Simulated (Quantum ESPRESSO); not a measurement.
Checking a run of Quantum ESPRESSO on Ni (P6/mmm, 1 atom in the cell). The aim is a self-consistent single point with DFT, PBEsol, plane waves, GBRV 1.5 ultrasoft (PBESOL) pseudopotentials.

This input was run:

```fortran
&control
    calculation = 'scf'
    outdir = './tmp/'
    pseudo_dir = './'
    verbosity = 'high'
    tprnfor = .true.
    tstress = .true.
/
&system
    ibrav = 4
    celldm(1) = 4.5317527423
    celldm(3) = 0.975030119783
    nat = 1
    ntyp = 1
    ecutwfc = 50
    ecutrho = 400
    occupations = 'smearing'
    smearing = 'marzari-vanderbilt'
    degauss = 0.019992
/
&electrons
    conv_thr = 1e-10
    mixing_beta = 0.3
/
ATOMIC_SPECIES
Ni    58.6934  ni_pbesol_v1.4.uspp.F.UPF
ATOMIC_POSITIONS crystal
Ni    0.0000000000    0.0000000000    0.0000000000
K_POINTS automatic
16 16 14  0 0 0
```

Output, abridged:

```
     G-vector sticks info
     --------------------
     sticks:   dense  smooth     PW     G-vecs:    dense   smooth      PW
     Sum         571     283     91                10619     3769     737

     bravais-lattice index     =            4
     lattice parameter (alat)  =       4.5318  a.u.
   [... lines left out ...]
     Ni               18.00    58.69340     Ni( 1.00)

     24 Sym. Ops., with inversion, found

     point group D_6h(6/mmm)
     there are 12 classes
   Cartesian axes

     site n.     atom                  positions (alat units)
         1        Ni     tau(   1) = (   0.0000000   0.0000000   0.0000000  )

   Crystallographic axes

     site n.     atom                  positions (cryst. coord.)
         1        Ni     tau(   1) = (  0.0000000  0.0000000  0.0000000  )

     number of k points=   240  Marzari-Vanderbilt smearing, width (Ry)=  0.0200
                       cart. coord. in units 2pi/alat
        k(    1) = (   0.0000000   0.0000000   0.0000000), wk =   0.0005580
        k(    2) = (   0.0000000   0.0000000   0.0732578), wk =   0.0011161
        k(    3) = (   0.0000000   0.0000000   0.1465156), wk =   0.0011161
   [... 237 lines left out ...]

     Dense  grid:    10619 G-vectors     FFT dimensions: (  30,  30,  30)

     Smooth grid:     3769 G-vectors     FFT dimensions: (  24,  24,  20)

     Initial potential from superposition of free atoms

     starting charge      16.0000, renormalised to      18.0000
     Self-consistent Calculation

     iteration #  1     ecut=    50.00 Ry     beta= 0.30

---- Real-time Memory Report at c_bands before calling an iterative solver
            75 MiB given to the printing process from OS
            37 MiB allocation reported by mallinfo(arena+hblkhd)
------------------

     total energy              =    -336.28151284 Ry
     estimated scf accuracy    <      33.69413947 Ry

     iteration #  2     ecut=    50.00 Ry     beta= 0.30

---- Real-time Memory Report at c_bands before calling an iterative solver
   [... lines left out ...]

---- Real-time Memory Report at c_bands before calling an iterative solver
           103 MiB given to the printing process from OS
            69 MiB allocation reported by mallinfo(arena+hblkhd)
------------------

     total energy              =    -343.05291967 Ry
     estimated scf accuracy    <          2.8E-09 Ry

     iteration # 12     ecut=    50.00 Ry     beta= 0.30

---- Real-time Memory Report at c_bands before calling an iterative solver
           103 MiB given to the printing process from OS
            69 MiB allocation reported by mallinfo(arena+hblkhd)
------------------
     End of self-consistent calculation

     the Fermi energy is    16.0411 ev

!    total energy              =    -343.05291968 Ry
     estimated scf accuracy    <          1.2E-12 Ry
     smearing contrib. (-TS)   =       0.00118575 Ry
     internal energy E=F+TS    =    -343.05410544 Ry

     convergence has been achieved in  12 iterations

     Forces acting on atoms (cartesian axes, Ry/au):

     atom    1 type  1   force =     0.00000000    0.00000000    0.00000000

     Total force =     0.000000     Total SCF correction =     0.000000

          total   stress  (Ry/bohr**3)                   (kbar)     P=      -78.69
  -0.00057672   0.00000000   0.00000000          -84.84        0.00        0.00
   0.00000000  -0.00057672  -0.00000000            0.00      -84.84       -0.00
   0.00000000  -0.00000000  -0.00045123            0.00       -0.00      -66.38

   JOB DONE.
```

**Question.** Can these results be used? Check the input.

**Answer.** The run is not sound. The fault is no spin polarisation for a cell with magnetic atoms. A run without spin cannot form moments, so any exchange energy of the magnetic state is missed. To fix it, switch spin polarisation on and give starting moments. The run converged in 12 iterations without an error; against the sound input the free energy rises by 19.7 meV/atom, the pressure goes from -5.66 to -7.87 GPa and the net moment of 0.65 μB/atom is absent without spin.

An input that runs soundly differs in these lines (not the only fix; some lines may just follow from the change or write a value another way):
```diff
+    nspin = 2
+    starting_magnetization(1) = 0.111
```

With that input, the run converged in 15 iterations: free energy E − TS -4667.4925 eV; Fermi level (on the code's own zero) 16.16 eV; pressure -5.66 GPa; size of the cell's spin moment 0.65 μB; site moments (μB, in the program's spheres or projections) Ni 0.68 (DFT, PBEsol, plane waves, GBRV 1.5 ultrasoft (PBESOL) pseudopotentials).

On the sound input: the starting cell comes from a database of computed structures (which also holds hypothetical and non-ambient phases and stackings), without a prior relaxation at this level. With one magnetic atom in the cell only a parallel order is possible. With a pressure of about -6 GPa the cell is away from its equilibrium volume at this level.
